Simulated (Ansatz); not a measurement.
An Ansatz (an electronic-structure program) input for ZnS 10H (hcccchcccc) (a stacking that need not occur in nature):

Ansatz 0.2 input:
```yaml
crystal:
  lattice:
    - [3.849204863, 0.0, 0.0]
    - [-1.924602432, 3.333509198, 0.0]
    - [0.0, 0.0, 31.428625813]
  atoms:
    - { symbol: Zn, position: [0.0, 0.0, 0.0] }
    - { symbol: S, position: [0.0, 0.0, 0.075] }
    - { symbol: Zn, position: [0.6666667, 1.3333333, 0.1] }
    - { symbol: S, position: [0.6666667, 1.3333333, 0.175] }
    - { symbol: Zn, position: [0.3333333, 0.6666667, 0.2] }
    - { symbol: S, position: [0.3333333, 0.6666667, 0.275] }
    - { symbol: Zn, position: [0.0, 0.0, 0.3] }
    - { symbol: S, position: [0.0, 0.0, 0.375] }
    - { symbol: Zn, position: [0.6666667, 1.3333333, 0.4] }
    - { symbol: S, position: [0.6666667, 1.3333333, 0.475] }
    - { symbol: Zn, position: [0.3333333, 0.6666667, 0.5] }
    - { symbol: S, position: [0.3333333, 0.6666667, 0.575] }
    - { symbol: Zn, position: [0.6666667, 1.3333333, 0.6] }
    - { symbol: S, position: [0.6666667, 1.3333333, 0.675] }
    - { symbol: Zn, position: [0.0, 0.0, 0.7] }
    - { symbol: S, position: [0.0, 0.0, 0.775] }
    - { symbol: Zn, position: [0.3333333, 0.6666667, 0.8] }
    - { symbol: S, position: [0.3333333, 0.6666667, 0.875] }
    - { symbol: Zn, position: [0.6666667, 1.3333333, 0.9] }
    - { symbol: S, position: [0.6666667, 1.3333333, 0.975] }
basis:
  ecutwfc: 420
  ecutrho_ratio: 4
  xc_grid: 2
kpoints:
  mp_grid: { grid: [9, 9, 2] }
hamiltonian:
  xc: pbe
  dispersion: none
  pseudopotentials: { kind: paw }
scf:
  n_extra_bands: 15
  occupations: { method: fermi_dirac, width: 0.01 }
output:
  forces: true
  stress: true
  eigenstates:
    kpoints:
      - [0, 0, 0]
      - [0.5, 0, 0]
      - [0.5, 0, 0.5]
    e_range: [-4.0, 6.0]
    localisation: true
relax:
  f_tol: 0.01
  max_steps: 60
  cell: { stress_tol: 0.03 }
```

All values below come from PBE (plane waves to 420 eV, PAW; Ansatz). Spin–orbit coupling is left out. Its k-point mesh 9×9×2, Fermi–Dirac width 0.01 eV.

### Question
What does the end of the output print (band table and long remarks left out, numbers rounded to eight decimals)?

### Answer
```
SCF converged after 6 iterations
Free energy (F): -42227.333303 eV
Harris-Foulkes:  -42227.333303 eV  (|F-HF|=2.91e-11)
Internal energy: -42227.333303 eV  (E = F + TS)
E sigma→0 (E₀):  -42227.333303 eV
Fermi energy:    6.525947 eV
--- Per-component energies (eV) ---
  E_band       = 13.240802
  E_kinetic    = 2378.008254
  E_local      = -20558.676773  (includes V_loc(G=0)·N_el)
  E_nonlocal   = 6429.194247
  E_hartree    = 8592.070965
  E_xc         = -2341.092542
  E_vxc        = -1391.626016  (∫ρ·V_xc dr)
  E_paw        = -24287.660306  (= ΣΔE_a)
  E_vpaw       = -4027.797471  (= ΣTr[D̂ρ^β])
  E_aug_tail   = -0.003541  (compensation charges beyond the density's cutoff)
  E_ewald      = -12439.173609
  E_smearing   = 0.000000  (= −TS)
  E_closure    = 0.000000  (closes the sum)
  Σ components = -42227.333303   (vs F -42227.333303, Δ=0.00e0)
--- Forces (eV/Å), atoms counted from 1 ---
  atom   1  Zn    0.00000000    0.00000000    -0.00596344
  atom   2  S     0.00000000    0.00000000     0.00965653
  atom   3  Zn     0.00000000     0.00000000     0.00098214
  atom   4  S     0.00000000    0.00000000    -0.00074676
  atom   5  Zn     0.00000000     0.00000000    -0.00131124
  atom   6  S     0.00000000    0.00000000     0.00123538
  atom   7  Zn     0.00000000     0.00000000    -0.00121380
  atom   8  S     0.00000000    0.00000000     0.00168198
  atom   9  Zn     0.00000000     0.00000000    -0.00076798
  atom  10  S     0.00000000    0.00000000    -0.00355312
  atom  11  Zn     0.00000000     0.00000000    -0.00596344
  atom  12  S      0.00000000     0.00000000     0.00965653
  atom  13  Zn    0.00000000    0.00000000     0.00098214
  atom  14  S      0.00000000     0.00000000    -0.00074676
  atom  15  Zn    0.00000000    0.00000000    -0.00131124
  atom  16  S      0.00000000     0.00000000     0.00123538
  atom  17  Zn    0.00000000    0.00000000    -0.00121380
  atom  18  S      0.00000000     0.00000000     0.00168198
  atom  19  Zn    0.00000000    0.00000000    -0.00076798
  atom  20  S      0.00000000     0.00000000    -0.00355312
  max |Σ_I F_I| component: 6.16e-7 eV/Å
--- Stress (GPa, compression-positive) ---
       -0.000295      0.000000       0.000000
       0.000000      -0.000295       0.000000
        0.000000       0.000000       0.013348
  P = ⅓ Tr σ = 0.0043 GPa (0.043 kbar)
--- Relaxed structure (2 steps of the walk, 2 accepted, 1 SCFs on fresh bases) ---
  F+E_penalty+E_count = -42227.33330327 eV   max|allowed force component| = 9.657e-3 eV/Å   (the final SCF, on the basis selected at the relaxed cell)
  cell:  # Å, volume = 403.3168 Å³
    - [3.84830051, 0.0, 0.0]
    - [-1.92415026, 3.33272600, 0.0]
    - [0.0, 0.0, 31.44689121]
  atoms:
    - { symbol: Zn, position: [0.0, 0.0, 2.32997593e-5] }
    - { symbol: S, position: [0.0, 0.0, 0.07506631] }
    - { symbol: Zn, position: [0.66666667, 1.33333333, 0.10008506] }
    - { symbol: S, position: [0.66666667, 1.33333333, 0.17503094] }
    - { symbol: Zn, position: [0.33333333, 0.66666667, 0.20003023] }
    - { symbol: S, position: [0.33333333, 0.66666667, 0.27498734] }
    - { symbol: Zn, position: [0.0, 0.0, 0.29998879] }
    - { symbol: S, position: [0.0, 0.0, 0.37494567] }
    - { symbol: Zn, position: [0.66666667, 1.33333333, 0.39994345] }
    - { symbol: S, position: [0.66666667, 1.33333333, 0.47489892] }
    - { symbol: Zn, position: [0.33333333, 0.66666667, 0.50002330] }
    - { symbol: S, position: [0.33333333, 0.66666667, 0.57506631] }
    - { symbol: Zn, position: [0.66666667, 1.33333333, 0.60008506] }
    - { symbol: S, position: [0.66666667, 1.33333333, 0.67503094] }
    - { symbol: Zn, position: [0.0, 0.0, 0.70003023] }
    - { symbol: S, position: [0.0, 0.0, 0.77498734] }
    - { symbol: Zn, position: [0.33333333, 0.66666667, 0.79998879] }
    - { symbol: S, position: [0.33333333, 0.66666667, 0.87494567] }
    - { symbol: Zn, position: [0.66666667, 1.33333333, 0.89994345] }
    - { symbol: S, position: [0.66666667, 1.33333333, 0.97489892] }
```

Cost: very roughly 5 core-minutes.
